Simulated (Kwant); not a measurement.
Computed with Kwant: one-band effective-mass tight-binding model in one dimension, coherent, no space charge, current by the Tsu-Esaki formula.

Model system: In0.53Ga0.47As/In0.52Al0.48As stack with 2 barriers. One parabolic valley. Leads of mass 0.041 mₑ with the band edge at 0; grid 0.1 nm; bias swept from 0.0208 to 0.43967 V, dropping linearly over the stack. Emitter Fermi level 0.1 eV, 4 K, equal in the collector.

```csv
layer,thickness (nm),band offset (eV),mass (mₑ)
1,1.9,0.52,0.075
2,2.9,0,0.041
3,1.9,0.52,0.075
```

The device is made up for the run: typed textbook-type constants, with dimensions and the other settings drawn at random.

Sweep values stay those of the base run.

One input was changed, with this effect: J at bias = 0.2302 V 113000 → 19500 A/cm²; J at bias = 0.1255 V 13500 → 7870 A/cm²; J at bias = 0.3350 V 744000 → 54800 A/cm².

Task: Which change was it?
A) thickness of the first barrier 1.9 → 1.5 nm
B) Fermi level in the emitter 0.1 → 0.075 eV
C) temperature 4 → 150 K
D) width of the first well 2.9 → 1.7 nm

Result: D, width of the first well 2.9 → 1.7 nm
